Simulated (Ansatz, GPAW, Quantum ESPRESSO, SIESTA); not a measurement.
Code comparison for In3Ge (P1, 8 atoms in the cell)

Self-consistent single point, at a second geometry (atoms moved at random). First geometry:

```
In3Ge
1.0
    6.56542     0.00000     0.00000
   -3.28271     5.68582     0.00000
    0.00000     0.00000     5.21578
In Ge
6 2
Direct
  0.34274   0.17137   0.75000
  0.65726   0.82863   0.25000
  0.17137   0.34274   0.25000
  0.82863   0.65726   0.75000
  0.82863   0.17137   0.75000
  0.17137   0.82863   0.25000
  0.66667   0.33333   0.25000
  0.33333   0.66667   0.75000
```

Second geometry:
```yaml
crystal:
  lattice:
    - [6.56542, 0.00000, 0.00000]
    - [-3.28271, 5.68582, 0.00000]
    - [0.00000, 0.00000, 5.21578]
  atoms:
    - { symbol: In, position: [0.35535, 0.16742, 0.75191] }
    - { symbol: In, position: [0.63780, 0.82583, 0.25475] }
    - { symbol: In, position: [0.16141, 0.33157, 0.25690] }
    - { symbol: In, position: [0.83668, 0.66132, 0.76136] }
    - { symbol: In, position: [0.83037, 0.17833, 0.74400] }
    - { symbol: In, position: [0.18818, 0.84597, 0.24881] }
    - { symbol: Ge, position: [0.66041, 0.33372, 0.24613] }
    - { symbol: Ge, position: [0.32981, 0.65583, 0.73614] }
```

Shared settings, as Ansatz (a program for electronic structure) writes them: kpoints.mp_grid.grid = 3 3 4; scf.occupations.method = gaussian; scf.occupations.width = 0.2 eV. Potentials and cutoffs stand in the table.

| code | model | ΔF from the first geometry (meV/atom) | pressure (GPa) | largest force (eV/Å) | cutoff |
|---|---|---|---|---|---|
| SIESTA | GGA PBEsol, numerical atomic orbitals TZP, PseudoDojo PBEsol standard norm-conserving potentials (rewritten from UPF to PSML) | 9.0 | -0.85 | 0.397 | grid 350 Ry |
| Ansatz | PBEsol, PAW files made with PBE | 6.6 | -0.75 | 0.333 | 420 eV |
| Quantum ESPRESSO | PBEsol, GBRV 1.5 ultrasoft (PBESOL) pseudopotentials | 6.6 | -0.86 | 0.330 | 50 Ry |
| GPAW | PBEsol, GPAW PAW datasets PBEsol (made by gpaw-setup) | 6.3 | -1.23 | 0.320 | 550 eV |

Size of the force on each atom (eV/Å): Sizes of forces hide their directions.

| code | In1 | In2 | In3 | In4 | In5 | In6 | Ge7 | Ge8 |
|---|---|---|---|---|---|---|---|---|
| SIESTA | 0.224 | 0.397 | 0.199 | 0.190 | 0.243 | 0.392 | 0.133 | 0.258 |
| Ansatz | 0.179 | 0.333 | 0.146 | 0.151 | 0.201 | 0.310 | 0.084 | 0.168 |
| Quantum ESPRESSO | 0.178 | 0.330 | 0.146 | 0.149 | 0.199 | 0.308 | 0.084 | 0.168 |
| GPAW | 0.171 | 0.320 | 0.142 | 0.144 | 0.192 | 0.299 | 0.082 | 0.165 |

The spread over the programs that give each value: ΔF from the first geometry within 2.7 meV/atom; pressure within 0.48 GPa; largest force within 0.077 eV/Å.

SIESTA uses small atom-centred bases, whose incompleteness enters pressures, forces and empty levels differently from a plane-wave cutoff. Ansatz's pressure is given at a fixed set of plane waves, as the other plane-wave codes print theirs. In the force vectors, SIESTA (by 0.102) lies more than 0.08 eV/Å from the median of the plane-wave programs.

The starting cell comes from a database of computed structures (which also holds hypothetical and non-ambient phases and stackings), without a prior relaxation at this level. Its lattice was rescaled by a random factor within 2.5 % of one. For this run, on top of that: atoms moved at random.

Left out of this page: Elk (not drawn, or without a comparable value); FLEUR (with a known weakness of the program).

Keys are those of Ansatz 0.2.
